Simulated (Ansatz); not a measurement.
MoOs3 (model structure, started from the A15 type, Pm-3n, No. 223, 8 atoms in the cell), treated with LDA (Ansatz, a first-principles code, PAW).

Settings: plane-wave cutoff 520 eV, 12×12×12 k mesh, Fermi–Dirac smearing 0.05 eV, no spin polarisation, scalar-relativistic PAW data made under PBE.

Cell (relaxed at this level):

Space group Pm-3n (No. 223); a = b = c = 4.8705 Å, α = β = γ = 90.00°

```csv
atom,site,symmetry,x,y,z
Os,6c,-4m.2,0.0000,0.5000,0.2500
Mo,2a,m-3.,0.0000,0.0000,0.0000
```

Task: Give the computed bulk modulus B0.

Result: 
bulk modulus B0: 372 GPa

Note: the run has no spin polarisation, so it can have missed a magnetic state; the bulk modulus is −V dP/dV from two relaxed cells at ±2 % in volume; the relaxation could raise the start's symmetry but not lower it, so the cell can be a saddle point.

Spin–orbit coupling is not included.

Static lattice: no zero-point or thermal effects.

A model structure was made by putting elements into a prototype or built by hand; it is no filed structure, need not be a known phase, and can be a saddle point held by its symmetry.
